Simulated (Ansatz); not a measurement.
Base system: PbS in the rock salt structure (space group Fm-3m, No. 225).

```
CELL_PARAMETERS angstrom
      0.00000     2.95134     2.95134
      2.95134     0.00000     2.95134
      2.95134     2.95134     0.00000
ATOMIC_POSITIONS crystal
  Pb 0.00000 0.00000 0.00000
  S  0.50000 0.50000 0.50000
```

The values are results of PBEsol/PAW in Ansatz (an electronic-structure program), without spin-orbit coupling, not measurements.

One change was made to it. Results:

| quantity | base | after |
|---|---|---|
| volume per atom | 25.71 Å³ | 26.66 Å³ |
| valley order (the lowest conduction-band minima on the path, energy above the VBM, named in the base's zone) | L along ⟨111⟩ 0.19 eV; a point along ⟨110⟩, about 0.7 Å⁻¹ from Γ 1.14 eV | L along ⟨111⟩ 0.33 eV; a point along ⟨110⟩, about 0.6 Å⁻¹ from Γ 1.23 eV |

### Question
Name the change that was made.
(A) pressure −2 GPa
(B) pressure −1 GPa
(C) pressure 0.9 GPa

### Answer
A, pressure −2 GPa. For comparison, the valley order in the other runs: pressure 0.9 GPa gives L along ⟨111⟩ 0.14 eV; a point along ⟨110⟩, about 0.7 Å⁻¹ from Γ 1.10 eV; pressure −1 GPa gives L along ⟨111⟩ 0.26 eV; a point along ⟨110⟩, about 0.7 Å⁻¹ from Γ 1.19 eV.

With Pb present, leaving out spin-orbit coupling can change the band edges. The levels and masses belong to the bands next to the band gap. Load acts through the strain it causes; cell and atoms are relaxed under it. Stability against distortions was not tested.
